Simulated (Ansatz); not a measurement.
Band structure of LaCo₅ (P6/mmm, 6 atoms in the cell).

```
LaCo5
1.0
    5.02268     0.00000     0.00000
   -2.51134     4.34977     0.00000
    0.00000     0.00000     3.96039
La Co
1 5
Direct
  0.00000   0.00000   0.00000
  0.33333   0.66667   0.00000
  0.66667   0.33333   0.00000
  0.50000   0.00000   0.50000
  0.50000   0.50000   0.50000
  0.00000   0.50000   0.50000
```
Moments meant for the start (each program seeds them in its own way; μB, in the order of the atoms La Co Co Co Co Co): 0.0 3.0 3.0 3.0 3.0 3.0.

Method: LDA (PW92), PAW files made with PBE (plane waves; Ansatz, a quantum-chemistry and plane-wave program).

Settings: kpoints.mp_grid.grid = 5 5 6; hamiltonian.xc = lda; hamiltonian.pseudopotentials = {kind: paw} (the program's default PAW files); magnetization.spin_polarized = true; scf.occupations.method = fermi_dirac; scf.occupations.width = 0.05 eV; kpoints.band_path.npoints = 8.

The starting cell comes from a database of computed structures (which also holds hypothetical and non-ambient phases and stackings), without a prior relaxation at this level. The magnetic order is the one reached from the typed start; others were not searched systematically.

Levels in eV from the Fermi level, bands 48 to 55 of the first spin channel:
```
point     48     49     50     51     52     53    54    55
-----  -----  -----  -----  -----  -----  -----  ----  ----
Γ      -0.31  -0.25  -0.25   0.38   1.18   1.18  1.55  2.05
M      -1.24  -1.16  -1.12  -0.26   0.16   1.75  2.10  2.67
K      -1.36  -0.97  -0.97  -0.66  -0.26   1.58  2.74  2.74
A      -0.89  -0.32  -0.32  -0.31  -0.16  -0.16  0.75  0.75
L      -0.98  -0.90  -0.58  -0.33  -0.10   0.18  1.79  2.27
H      -1.22  -1.06  -0.66  -0.66   0.52   0.52  0.89  2.23
```

Bands cross the Fermi level along this path, so the cell is metallic at this level.

The net moment of the cell came out as 6.69 μB.

Keys are those of Ansatz 0.2.
